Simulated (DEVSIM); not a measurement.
Device: Ni/AlN/p-Ge capacitor, at 300 K.

| layer (left to right) | material | thickness (nm) | Na (cm⁻³) |
|---|---|---|---|
| 1 | AlN | 2.90 | - |
| 2 | Ge | 4200 | 2e16 |

Metal gate on the left, work function 5.1 eV. Fixed charge at the semiconductor interface -5.1e11 cm⁻² (in units of +e); no interface traps.

Constants are typed, rounded textbook-type inputs, not results; the design itself was drawn at random and stands for no fabricated device. Values at 300 K.

| parameter | AlN | Ge |
|---|---|---|
| gap (eV) | 6.1 | 0.664 |
| affinity (eV) | 1.9 | 4 |
| permittivity | 8.5 | 16 |
| Nc (cm⁻³) | - | 1.04e19 |
| Nv (cm⁻³) | - | 6e18 |

Model (solved in DEVSIM): 1D Poisson equation in equilibrium, Boltzmann statistics, complete ionisation; no quantum confinement or tunnelling. Metal contacts follow the ideal Schottky-Mott rule: no Fermi-level pinning, no interface dipoles.

The substrate doping was swept, all else fixed.

```tsv
substrate doping (cm^-3)	threshold voltage (band bending 2φF) (V)	flat-band voltage (V)	minimum of the low-frequency capacitance (μF/cm²)
1e15	0.90	0.69	0.0338
2e15	0.92	0.67	0.0417
4e15	0.94	0.66	0.0537
1e16	0.97	0.63	0.0738
2e16	0.99	0.61	0.0963
4e16	1.02	0.60	0.126
```

From the first row to the last the threshold voltage (band bending 2φF) goes from 0.90 to 1.02. From the first row to the last the flat-band voltage goes from 0.69 to 0.60.
